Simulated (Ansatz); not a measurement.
# A computed series for Re: pressure series

Consider Re in the hcp (Mg type) structure (space group P6_3/mmc, No. 194; a = 2.775 Å, c = 4.483 Å).

Cell and atoms are relaxed at each pressure.

All numbers come from Ansatz (a quantum-chemistry and plane-wave program), PBE, PAW, cutoff 420 eV, no SOC.

```tsv
variant	shortest interatomic distance	density
base	2.755 Å	20.68 g/cm³
pressure −2 GPa	2.760 Å	20.57 g/cm³
pressure −1 GPa	2.758 Å	20.62 g/cm³
pressure 3 GPa	2.748 Å	20.85 g/cm³
pressure 7 GPa	[?]	[?]
pressure 15 GPa	2.721 Å	21.48 g/cm³
pressure 30 GPa	2.691 Å	22.19 g/cm³
pressure 50 GPa	2.658 Å	23.05 g/cm³
pressure 75 GPa	2.622 Å	24.00 g/cm³
pressure 100 GPa	2.591 Å	24.86 g/cm³
```

Task: Fill in the withheld entries from the trend.

Result: 
- pressure 7 GPa, shortest interatomic distance: 2.738 Å
- pressure 7 GPa, density: 21.07 g/cm³

Load acts through the strain it causes; cell and atoms are relaxed under it. No phonon test of stability was made. No other phases were tried under pressure. All final runs are without spin polarisation.
